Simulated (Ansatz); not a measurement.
# BeS: energy against volume

BeS (zinc blende, F-43m, 13.793 Å³/atom and stress up to 0.01 GPa in the relaxed cell, cube axes along x, y and z) under an equal strain ε along all three axes. LDA in Ansatz, a plane-wave DFT program (PAW, default set), 420 eV, 12×12×12 Γ-centred mesh, Fermi-Dirac smearing 0.05 eV; ions are relaxed, or left where forces stay under 0.02 eV/Å, within the symmetry of each cell.

Here V stands for volume and E for E less E0.

```
volume (Å³/atom)  E less E0 (meV/atom)  pressure (GPa)
----------------  --------------------  --------------
12.5881                              ?               ?
12.9814                          16.71            6.93
13.1811                           9.27            5.04
13.3829                           4.06            3.26
13.5867                           1.00            1.58
13.7925                           0.00            0.00
14.0004                           0.98           -1.49
14.2104                           3.86           -2.89
14.4225                           8.56           -4.20
14.6367                          15.00           -5.43
```

Question: Using the third-order Birch-Murnaghan form, a cubic in V^(-2/3), estimate the missing E at V = 12.5881 from the other rows, showing the fit.

Answer: With u = V^(-2/3) - 0.174, the rows have u = 0.007045, 0.005211, 0.003405, 0.001627, -0.000125, -0.001850, -0.003550, -0.005226, -0.006876. Least squares gives E = 0.007 + 79.40·u + 327016·u² - 243684·u³. Residuals (row less fit): -0.002, 0.004, 0.001, -0.001, -0.002, -0.001, 0.003, 0.002, -0.001; standard error 0.003 (degrees of freedom: 5). Its minimum lies at u = -0.000121, so V0 = (0.173879)^(-3/2) = 13.79. There d²E/du² = 654200 and d³E/du³ = -1462000, so B0 = (4/9) × 13.79^(-7/3) × 654200 × 0.160218 = 102 GPa (the last factor turns the table's units into GPa), and B0' = 4 + (2/3) × 0.173879 × (-1462000)/654200 = 3.7. B0' rests on the cubic coefficient alone and has a standard error of 0.1 from these residuals. At the withheld row, u = 0.010796, so E = 0.007 + 79.40 × 0.010796 + 327016 × 0.010796² - 243684 × 0.010796³ = 38.672 meV/atom. The calculation gives 38.71 meV/atom, 0.038 meV/atom above the prediction (0.1 % of the range of E in the table). The row lies outside the fitted rows, so this is an extrapolation. The scatter of the fitted rows lies at the last printed digit.

Other structures, which can take over under pressure, weren't tried. The same form fitted to the pressure column gives B0' = 3.8; series where the two differ by over 0.4 aren't shown. Rows are the converged runs of the series near zero and its far end, less any whose ions stayed unrelaxed beside relaxed ones; series whose fitted rows scatter by over a few per cent of the range, as at a crossing or softening among them, aren't shown in this form.
